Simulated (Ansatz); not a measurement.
Take InSb in the zinc blende structure (space group F-43m, No. 216; a = 6.5561 Å) as the base.

Level of theory: plane-wave PAW DFT at the r2SCAN level (Ansatz, a program for electronic structure, 500 eV), no SOC.

For the base:

| Quantity | Value |
|---|---|
| Lattice parameter a | 6.556 Å |
| Valley order | Γ 0.02 eV; L along ⟨111⟩ 0.77 eV; a point along ⟨100⟩, about 0.8 Å⁻¹ from Γ 1.48 eV |

One thing is altered: a hydrostatic pressure of 9 GPa.

### Question
What does the calculation give for the hole mass, electron mass, lattice parameter a and valley order after the change?

### Answer
The hole mass (degenerate bands, along [100]) is 0.049, 0.25, 0.25 mₑ (at Γ); the electron mass is 0.051 mₑ (at Γ); the lattice parameter a falls by 0.311 Å (6.556 Å → 6.245 Å); the valley order (the lowest conduction-band minima on the path, energy above the VBM, named in the base's zone) goes from Γ 0.02 eV; L along ⟨111⟩ 0.77 eV; a point along ⟨100⟩, about 0.8 Å⁻¹ from Γ 1.48 eV to Γ 0.93 eV; L along ⟨111⟩ 1.07 eV; a point along ⟨100⟩, about 0.8 Å⁻¹ from Γ 1.28 eV.

Spin-orbit coupling, missing from the scalar runs, can matter with Sb. The levels and masses belong to the bands next to the band gap. Load acts through the strain it causes; cell and atoms are relaxed under it. Masses are band curvatures over ±0.01 Å⁻¹ around the edge. Whether these cells are dynamically stable was not tested. Tetrahedral semiconductors of this kind turn to denser phases somewhere between about 1 and 50 GPa; those were not computed, so compressed cells here can lie past the real transition. All final runs are without spin polarisation.
